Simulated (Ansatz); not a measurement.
Take WSi2 (space group I4/mmm, No. 139; relaxed with 0.1 eV smearing) as the base.

```
CELL_PARAMETERS angstrom
     -1.61445     1.61445     3.93487
      1.61445    -1.61445     3.93487
      1.61445     1.61445    -3.93487
ATOMIC_POSITIONS crystal
  Si 0.66548 0.66548 0.00000
  Si 0.33452 0.33452 0.00000
  W  0.00000 0.00000 0.00000
```

Level of theory: Ansatz (an electronic-structure program) PBE, spin-orbit coupling left out.

Strains are applied to the cell and any free atomic positions relax.

One change was made to it. Results:

The energy increases by 8.1 meV/atom; the pressure (mean of the normal stresses, compression positive) goes from zero to -6.1 GPa.

**Question.** Name the change that was made.
(A) isotropic strain −0.50 %
(B) isotropic strain +1.00 %
(C) isotropic strain +0.50 %

**Answer.** B, isotropic strain +1.00 %. For comparison, the energy relative to the base in the other runs: isotropic strain −0.50 % gives +2.1 meV/atom; isotropic strain +0.50 % gives +2.1 meV/atom.

No phonon test of stability was made. The final runs are not spin-polarised.
